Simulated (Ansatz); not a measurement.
Given:

```
CELL_PARAMETERS angstrom
      0.00000     2.71029     2.71029
      2.71029     0.00000     2.71029
      2.71029     2.71029     0.00000
ATOMIC_POSITIONS crystal
  Ca 0.00000 0.00000 0.00000
  F  0.75000 0.75000 0.75000
  F  0.25000 0.25000 0.25000
```

Method: r2SCAN, rigid bands (plane waves, PAW, scalar-relativistic; Ansatz, a program for electronic structure). Condition of this run: functional r2SCAN on the same cell. Cell: cell and atoms relaxed with PBEsol.

Problem. What conductivity effective mass do dilute electrons have at 300 K?

Solution. 0.57 mₑ.

Problem. Predict the hole conductivity mass (n e² τ/σ) at 300 K, by direction if it differs.

Solution. 2.1 mₑ.

Problem. And the band gap?

Solution. 8.10 eV at this level; semilocal functionals usually fall short of the measured gap.

Rigid bands, one relaxation time for all states, no polarons. Spin-orbit coupling is left out; where it splits the top of the valence band it changes the hole mass and lowers the gap by about a third of the splitting. Geometry: cell and atoms relaxed with PBEsol.
